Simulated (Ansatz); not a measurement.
We consider cubic perovskite EuTiO3, described by LDA in Ansatz (plane waves, PAW).

Input:

Ansatz 0.2 input:
```yaml
crystal:
  lattice:
    - [3.8649836747, 0.0, 0.0]
    - [0.0, 3.8649836747, 0.0]
    - [0.0, 0.0, 3.8649836747]
  atoms:
    - { symbol: Eu, position: [0.0, 0.0, 0.0], spin: 7.0 }
    - { symbol: Ti, position: [0.5, 0.5, 0.5], spin: 0.0 }
    - { symbol: O, position: [0.5, 0.0, 0.5], spin: 0.0 }
    - { symbol: O, position: [0.0, 0.5, 0.5], spin: 0.0 }
    - { symbol: O, position: [0.5, 0.5, 0.0], spin: 0.0 }
basis:
  ecutwfc: 520
  ecutrho_ratio: 4
  xc_grid: 2
kpoints:
  mp_grid: { grid: [14, 14, 14] }
hamiltonian:
  xc: lda
  dispersion: none
  pseudopotentials: { kind: paw }
scf:
  occupations: { method: fermi_dirac, width: 0.05 }
  convergence: { dr2_threshold: 0.0000000005 }
output:
  forces: true
  stress: true
  eigenvalues: true
magnetization:
  spin_polarized: true
```

Question: How many irreducible k-points, plane waves at Γ does the program set up, and what pressure does the run end with?

Answer: 120 irreducible k-points, 1551 plane waves at Γ; P = -3.99 GPa, so the cell is stretched on average and its volume would shrink at this level.

Output (set-up and result lines):

```
Crystal: 5 atoms, lattice volume = 57.736 Å³
Basis set: ecut = 520 eV, 1551 PW (Γ), exchange–correlation on 60×60×60 points (8 copies of the dense FFT grid, shifted against one another)
Bands: 33, of which v1, the nominal top of the filled ones, is band 24 counted from 1 (23 counted from 0)
Symmetry: 48 space group operations
Space group: Pm-3m (ITA 221), of the structure as read, at distance tolerance 3.9e-5 Å
k-points: 120 of 2744
Initial density: superposition of atomic densities (chi_scale 0.1, normalization cell, long waves kept (reshape's long-wave potential 0.01 eV rms))
Functional: x = slater, c = lda
spin=Collinear: Kerker preconditioning applied to the charge; magnetization (m = ρ↑ − ρ↓) channel mixes plain (no charge-response kernel on spin).
SCF 1 converged in 15 iterations: F = -12690.789581 eV  dr2 = 7.75e-11
SCF converged after 15 iterations
Magnetization: 6.8009 μB (26.9005 up, 20.0995 down)
Free energy (F): -12690.789581 eV
Internal energy: -12690.758107 eV  (E = F + TS)
E sigma→0 (E₀):  -12690.773844 eV
Fermi energy:    14.355334 eV
--- Forces (eV/Å), atoms counted from 1 ---
  atom   1  Eu    -0.00000000     0.00000000     0.00000000
  atom   2  Ti     0.00000000    -0.00000000     0.00000000
  atom   3  O      0.00000000    -0.00000000    -0.00000000
  atom   4  O      0.00000000     0.00000000    -0.00000000
  atom   5  O      0.00000000    -0.00000000     0.00000000
--- Stress (GPa, compression-positive) ---
       -3.988074       0.000000       0.000000
       -0.000000      -3.988074       0.000000
        0.000000       0.000000      -3.988074
  P = ⅓ Tr σ = -3.9881 GPa (-39.881 kbar)
```

The cell is one volume of an energy–volume scan, off the minimum.

The PAW data were made under PBE.

The run is spin-polarised with parallel starting moments, which need not be the measured order.

Note: the magnetic order was assumed, not searched for or taken from measurement. Note: the 4f shell is treated without U or exact exchange, so its levels and filling can be wrong. Note: functionals without U or exact exchange can leave correlated insulators metallic, so the missing gap need not be real.

Ansatz is an electronic-structure program.
